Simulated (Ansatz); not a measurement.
Tl₂Se (model structure, started from the CdI2 type, P-3m1, No. 164, 3 atoms in the cell) was calculated with r²SCAN+SOC (PAW; Ansatz, a quantum-chemistry and plane-wave program).

Run with plane-wave cutoff 560 eV, 12×12×6 k mesh (along the axes of the cell as run), Fermi–Dirac smearing 0.01 eV, PAW data made under PBE.

Cell (relaxed with PBE-D3(BJ)):

```cif
data_SeTl2
_chemical_formula_sum 'Se1 Tl2'
_space_group_name_H-M_alt 'P-3m1'
_space_group_IT_number 164
_space_group_name_Hall '-P 3 2"'
_cell_length_a 4.51988
_cell_length_b 4.51988
_cell_length_c 6.50254
_cell_angle_alpha 90.000
_cell_angle_beta 90.000
_cell_angle_gamma 120.000
loop_
_atom_site_label
_atom_site_type_symbol
_atom_site_symmetry_multiplicity
_atom_site_Wyckoff_symbol
_atom_site_fract_x
_atom_site_fract_y
_atom_site_fract_z
_atom_site_occupancy
Se1 Se 1 a 0.00000 0.00000 0.00000 1
Tl1 Tl 2 d 0.33333 0.66667 0.26360 1
```

### Question
Predict the band gap and smallest direct gap on the k points sampled.

### Answer

band gap: 0.27 eV (indirect)
smallest direct gap on the k points sampled: 0.42 eV

Note: the relaxation could raise the start's symmetry but not lower it, so the cell can be a saddle point; cell and atoms aren't relaxed at this level (largest force component 0.23 eV/Å, pressure -2.1 GPa).

The result took around 10 core-minutes (rough).

A model structure was made by putting elements into a prototype or built by hand; it is no filed structure, need not be a known phase, and can be a saddle point held by its symmetry.
